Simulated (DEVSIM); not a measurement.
## abrupt GaAs p-n junction

System: abrupt GaAs p-n junction, at 300 K.

```tsv
layer (left to right)	material	thickness (μm)	Nd (cm⁻³)	Na (cm⁻³)	τn (s)	τp (s)
1	GaAs	4.60	-	5.1e17	1e-8	1e-8
2	GaAs	1.20	2.1e16	-	1e-8	1e-8
```

Left contact: ohmic. Right contact: ohmic. Voltage is applied to the left contact. Recombination: SRH at mid-gap. Mobility is μmin + (μ − μmin)/(1 + (N/Nref)^α).

This is a model device: material constants are rounded textbook-type values typed into the input, and sizes, dopings and lifetimes were drawn at random. Values at 300 K.

| parameter | GaAs |
|---|---|
| gap (eV) | 1.424 |
| affinity (eV) | 4.07 |
| permittivity | 12.9 |
| Nc (cm⁻³) | 4.7e17 |
| Nv (cm⁻³) | 9e18 |
| μn (cm²/Vs) | 8500 |
| μp (cm²/Vs) | 400 |
| μn,min | 500 |
| μp,min | 20 |
| Nref,n | 6e16 |
| Nref,p | 1.5e17 |
| αn | 0.39 |
| αp | 0.38 |

DEVSIM, 1D drift-diffusion, Boltzmann statistics, complete ionisation; no tunnelling, impact ionisation, image-force lowering or self-heating.

| Quantity | Result |
|---|---|
| Potential step across the device at zero bias | 1.269 V |
| Largest field in the device at zero bias | 84000 V/cm |
| Dark forward voltage at 1 A/cm² | 1.042 V |
| Dark forward voltage at 100 A/cm² | 1.172 V |

Small-signal capacitance in reverse bias (quasi-static):

```csv
V (V),C (nF/cm²)
-0.04,38.3
-0.1,37.5
-0.2,36.1
-0.3,34.9
-0.4,33.8
-0.6,31.9
-0.8,30.2
-1,28.8
-1.3,27.1
-1.6,25.6
-2,23.9
```

Dark reverse current:

```csv
V (V),J (A/cm²)
-0.04,-2.0e-11
-0.10,-4.0e-11
-0.20,-6.8e-11
-0.30,-9.4e-11
-0.40,-1.2e-10
-0.60,-1.6e-10
-0.80,-2.0e-10
-1.00,-2.4e-10
-1.30,-3.0e-10
-1.60,-3.5e-10
-2.00,-4.1e-10
```
